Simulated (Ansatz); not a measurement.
SiC (F-43m), HSE06, rigid bands in Ansatz (a first-principles code): band gap 2.23 eV, N_c = 1.36e19 cm⁻³ and N_v = 1.48e20 cm⁻³ at 300 K, conductivity masses of 0.290 mₑ (electrons) and 0.641 mₑ (holes). Take k_BT = 0.02585 eV.

**Question.** What thermal injection velocity √(2k_BT/πm) limits a ballistic channel?

**Answer.** 9.99e6 cm/s for electrons and 6.72e6 cm/s for holes, a ratio of √(m_h/m_e) = 1.49, for dilute carriers.

**Question.** Find the intrinsic carrier density and the intrinsic Fermi level.

**Answer.** n_i = √(N_c N_v) exp(−E_g/2k_BT) = 4.49e19 × exp(−43.13) = 8.3e0 cm⁻³. The level lies (k_BT/2) ln(N_v/N_c) = 31 meV from mid-gap (positive towards the conduction band). Each 0.1 eV added to the gap lowers n_i by a factor of 6.9.

**Question.** A film of it is 2 nm thick. Estimate the confinement energies in an infinite well.

**Answer.** ħ²π²/(2m t²) = 0.376 eV·nm²/(m/mₑ × t²) gives 324 meV for electrons and 147 meV for holes, so the gap would widen to about 2.70 eV. Finite barriers and nonparabolic bands lower this, and with several valleys or bands the heaviest mass along the normal sets the lowest level, not this average.

Rigid, parabolic bands with the computed gap; masses take one relaxation time for all states. Spin-orbit coupling is left out; where it splits the top of the valence band, N_v and the p-type Seebeck coefficient come out somewhat high without it. Geometry: cell and atoms relaxed with PBEsol.
